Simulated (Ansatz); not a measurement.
The parent structure is C (space group R-3, No. 148; a = 6.318 Å, c = 3.846 Å (hexagonal axes); a hypothetical phase, not in the database extracts checked). Axes: x lies along a and z along c of the hexagonal cell.

One thing is altered: uniaxial strain ε_xx = −1.47 %, all other strain components held at zero, atoms relaxed at fixed cell.

Levels (all Ansatz, an electronic-structure program, PAW): PBEsol (420 eV, spin-orbit coupling left out); r2SCAN (500 eV, no spin-orbit coupling); HSE06 (420 eV, scalar-relativistic without spin-orbit coupling).

One geometry, relaxed with PBEsol, under each level:

```tsv
level	band gap	lowest conduction level above the VBM at special points	pressure
PBEsol	3.12 eV	Z 3.12 eV; U₂ 3.15 eV; T₂ 3.42 eV; Y 4.21 eV	63.0 kbar
r2SCAN	3.39 eV	Z 3.39 eV; U₂ 3.43 eV; T₂ 3.71 eV; Y 4.61 eV	111.3 kbar
HSE06	4.37 eV	Z 4.37 eV; U₂ 4.41 eV; T₂ 4.69 eV; Γ 7.98 eV	–
```

Single points use the geometry relaxed with PBEsol. Their cutoffs differ, which shifts pressures a little. HSE06 was sampled on its mesh, a few special points and the semilocal edge points, so its gap is an upper bound. Whether these cells are dynamically stable was not tested. k-point labels follow each cell's own Brillouin zone.
